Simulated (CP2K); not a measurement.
A user runs CP2K on Cd₂P (Pn-3m, 6 atoms in the cell) and asks whether the run is sound. The aim is a self-consistent single point with DFT LDA (Pade form), GPW, DZVP-MOLOPT-SR-GTH basis, GTH-PADE potentials (GTH_POTENTIALS).

Cell that was meant: a = 5.7345 Å, b = 5.7345 Å, c = 5.7345 Å, α = 90.00°, β = 90.00°, γ = 90.00°.

Part of the input:

```
      SCF_GUESS ATOMIC
      EPS_SCF 1E-6
      MAX_SCF 100
      ADDED_MOS 12
      &DIAGONALIZATION
        ALGORITHM STANDARD
      &END DIAGONALIZATION
[...]
      Cd       0.25000000     0.25000000     0.25000000
      P        0.00000000     0.00000000     0.00000000
      P        0.50000000     0.50000000     0.50000000
      Cd       0.76502700     0.23041600     0.72536200
    &END COORD
    &KIND Cd
      BASIS_SET DZVP-MOLOPT-SR-GTH-q12
```

Log, with long lists cut:

```
 GLOBAL| Method name                                                        CP2K
   [... lines left out ...]
                        No outer SCF

 Extrapolation method: initial_guess

 Number of electrons:                                                         70
 Number of occupied orbitals:                                                 35
 Number of molecular orbitals:                                                47

 Number of orbital functions:                                                151
 Number of independent orbital functions:                                    151
 SCF WAVEFUNCTION OPTIMIZATION

  Step     Update method      Time    Convergence         Total energy    Change
     1 NoMix/Diag. 0.30E+00      -   187.73993462         3.1074355652  3.11E+00
     2 Broy./Diag. 0.30E+00      -    14.93857807        -2.8748901255 -5.98E+00
     3 Broy./Diag. 0.30E+00      -    15.06714780        23.9203399343  2.68E+01
     4 Broy./Diag. 0.30E+00      -    23.61732709        27.8143852373  3.89E+00
     5 Broy./Diag. 0.30E+00      -     8.54071540        12.2699779538 -1.55E+01
     6 Broy./Diag. 0.30E+00      -     0.44578127        30.5550514941  1.83E+01
   [... 14 lines left out ...]
    21 Broy./Diag. 0.30E+00      -     0.00002008        26.2614655608 -1.07E-04
    22 Broy./Diag. 0.30E+00      -     0.00001535        26.2614549810 -1.06E-05
    23 Broy./Diag. 0.30E+00      -     0.00000530        26.2614561622  1.18E-06
    24 Broy./Diag. 0.30E+00      -     0.00000086        26.2614560915 -7.07E-08
  *** SCF run converged in    24 steps ***

  Overlap energy of the core charge distribution:             238.90746140532718
  Self energy of the core charge distribution:               -402.08944738678360
  Core Hamiltonian energy:                                    139.61407026302260
  Hartree energy:                                              87.41092214333266
  Exchange-correlation energy:                                -37.58154965589493
  Smearing free energy correction:                             -0.00000067762373
  Fermi energy:                                                 0.20558942458104

  Total energy:                                                26.26145609150425

 ENERGY| Total FORCE_EVAL ( QS ) energy [hartree]             26.261455585909637

   [... lines left out ...]
 STRESS|                        x                   y                   z
 STRESS|      x        1.50579341187E+07  -2.08657591001E+07  -2.61025695790E+07
 STRESS|      y       -2.08657591001E+07   2.61814667406E+07   3.40348370365E+07
 STRESS|      z       -2.61025695790E+07   3.40348370365E+07   4.20248985042E+07
 STRESS| 1/3 Trace                                             2.77547664545E+07
```

Question: Is this run sound? If not, what is wrong?

Answer: The run is not sound. The fault is one atom entered twice. Two nuclei at or near one point give a huge ion-ion repulsion and overlapping cores, and the electron count is too high as well. To fix it, remove the duplicate atom. The run converged in 24 iterations without an error; against the sound input the pressure goes from -1.79 to 2775 GPa and the largest force goes from 0.000 to 50490 eV/Å. The full log also holds: “WARNING in particle_methods.F:720 :: The distance between the atoms 3  and 7 is only 0.200 angstrom and thus smaller than the threshold of  0.500 angstrom”.

An input that runs soundly differs in these lines (not the only fix; some lines may just follow from the change or write a value another way):
```diff
-      ADDED_MOS 12
+      ADDED_MOS 10
-      Cd       0.76502700     0.23041600     0.72536200
```

With that input, the run converged in 13 iterations: free energy E − TS -5371.1607 eV; Fermi level (on the code's own zero) 3.55 eV; pressure -1.79 GPa (DFT LDA (Pade form), GPW, DZVP-MOLOPT-SR-GTH basis, GTH-PADE potentials (GTH_POTENTIALS)).

On the sound input: the starting cell comes from a database of computed structures (which also holds hypothetical and non-ambient phases and stackings), without a prior relaxation at this level. Its lattice was rescaled by a random factor within 2.5 % of one. Values carry the incompleteness of an atom-centred basis. The run gives no clean gap (levels at the Fermi energy touch, overlap or are partly filled at this smearing), which alone does not show that the compound is a metal.
